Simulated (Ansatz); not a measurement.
# Cu: response to strain

Consider Cu in the fcc (Cu type) structure (space group Fm-3m, No. 225).

```
Cu
1.0
    0.00000     1.78189     1.78189
    1.78189     0.00000     1.78189
    1.78189     1.78189     0.00000
Cu
1
Direct
  0.00000   0.00000   0.00000
```

Cartesian axes are those of the cell as printed.

Strains are applied to the cell and any free atomic positions relax; under biaxial strain the out-of-plane vector relaxes too.

Computed with Ansatz (a quantum-chemistry and plane-wave program), PBEsol, PAW, cutoff 420 eV, scalar-relativistic without spin-orbit coupling.

Notes on the quantities. energy relative to the base: free energy F; pressure: mean of the normal stresses, compression positive.

| case | energy relative to the base | pressure | shortest interatomic distance |
|---|---|---|---|
| base | 0 meV/atom | 0.0 GPa | 2.520 Å |
| biaxial strain +1.75 %, plane normal [111], relaxed out of plane | +6.8 meV/atom | -3.5 GPa | 2.515 Å |
| isotropic strain +1.32 % | +8.9 meV/atom | -6.0 GPa | 2.553 Å |
| isotropic strain +1.36 % | +9.4 meV/atom | -6.2 GPa | 2.554 Å |
| isotropic strain +5.55 % | +133 meV/atom | -18.1 GPa | 2.660 Å |
| uniaxial strain ε_xx = +0.72 % | +0.4 meV/atom | -1.2 GPa | 2.520 Å |
| uniaxial strain ε_yy = +0.57 % | +0.2 meV/atom | -0.9 GPa | 2.520 Å |
| uniaxial strain ε_zz = −4.66 % | [?] | [?] | [?] |
| uniaxial strain ε_zz = +1.31 % | +1.3 meV/atom | -2.1 GPa | 2.520 Å |
| tensor shear ε_xy = −1.65 % | +3.9 meV/atom | 0.2 GPa | 2.478 Å |

**Question.** Complete the table.

**Answer.** 
- uniaxial strain ε_zz = −4.66 %, energy relative to the base: +18 meV/atom
- uniaxial strain ε_zz = −4.66 %, pressure: 9.1 GPa
- uniaxial strain ε_zz = −4.66 %, shortest interatomic distance: 2.462 Å

Without a gap, meshes like the base's 22×22×22 leave anisotropic stresses uncertain by several tenths of a GPa, and small strain energies with them. No phonon test of stability was made. All final runs are without spin polarisation.
